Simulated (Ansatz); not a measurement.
Input:

```
GeS
1.0
    3.56577     0.00000     0.00000
    0.00000     4.43658     0.00000
    0.00000     0.00000    18.67823
Ge S
2 2
Direct
  0.75000   0.87369   0.56915
  0.25000   0.37369   0.43085
  0.25000   0.50091   0.55732
  0.75000   0.00091   0.44268
```

Computed with PBE, rigid bands (plane waves, PAW, scalar-relativistic; Ansatz, a program for electronic structure). Condition of this run: biaxial strain -2 %. Geometry: cell and atoms relaxed with PBE, then loaded as said.

### Question
Predict the electron conductivity mass (n e² τ/σ) at 300 K, by direction if it differs.

### Answer
0.50 (x), 0.23 (y) mₑ.

### Question
And the band gap?

### Answer
1.51 eV at this level; semilocal functionals usually fall short of the measured gap.

Rigid bands, one relaxation time for all states, no polarons. Spin-orbit coupling is left out; where it splits the top of the valence band it changes the hole mass and lowers the gap by about a third of the splitting.
